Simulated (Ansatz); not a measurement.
## Ag3SI (Pm-3m, No. 221, 5 atoms in the cell; start mp-558189)

Calculation: LDA (Ansatz, a quantum-chemistry and plane-wave program, plane waves, PAW).

Run with plane-wave cutoff 520 eV, 8×8×8 k mesh, Fermi–Dirac smearing 0.01 eV, no spin polarisation, scalar-relativistic PAW data made under PBE.

Cell (relaxed at this level):

```yaml
crystal:
  lattice:
    - [4.80291, 0.00000, 0.00000]
    - [0.00000, 4.80291, 0.00000]
    - [0.00000, 0.00000, 4.80291]
  atoms:
    - { symbol: Ag, position: [0.50000, 0.50000, 0.00000] }
    - { symbol: Ag, position: [0.00000, 0.50000, 0.50000] }
    - { symbol: Ag, position: [0.50000, 0.00000, 0.50000] }
    - { symbol: S, position: [0.50000, 0.50000, 0.50000] }
    - { symbol: I, position: [0.00000, 0.00000, 0.00000] }
```

```yaml
band_gap: 0.74 eV (on the SCF k mesh)
"Γ–Γ gap": 2.60 eV
bulk modulus B0: 68.7 GPa
```

Note: the relaxation could not lower the start's symmetry, so the cell can be a saddle point above a distorted one; the bulk modulus is −V dP/dV from two relaxed cells at ±2 % in volume.

Spin–orbit coupling is not included.

Static lattice: no zero-point or thermal effects.

A start named mp-… is a Materials Project structure, which need not be a measured phase.
